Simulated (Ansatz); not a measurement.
By PBEsol, the system below comes out a metal.

A figure of merit of an interconnect metal is its ballistic conductance per area.

Given:

```
LaB6
1.0
    4.15261     0.00000     0.00000
    0.00000     5.87268     0.00000
    0.00000     2.93634     2.93634
La B
1 6
Direct
  0.00000   0.00000   0.00000
  0.50000   0.19988   0.30012
  0.50000   0.80012   0.69988
  0.50000   0.50000   0.30012
  0.50000   0.50000   0.69988
  0.19988   0.50000   0.00000
  0.80012   0.50000   0.00000
```

The cell is taken as given; by PBEsol it stands under a pressure of -2.9 GPa.

The current flows along the normal of the first two printed cell vectors, the (110) plane of the conventional cell. No spin-orbit coupling; the value is a mean over 0.1 eV about the Fermi level.

Task: Give the ballistic conductance per area that PBEsol (Ansatz, a first-principles code) yields.

Result: 0.44 × 10¹⁵ S/m² for both spins.
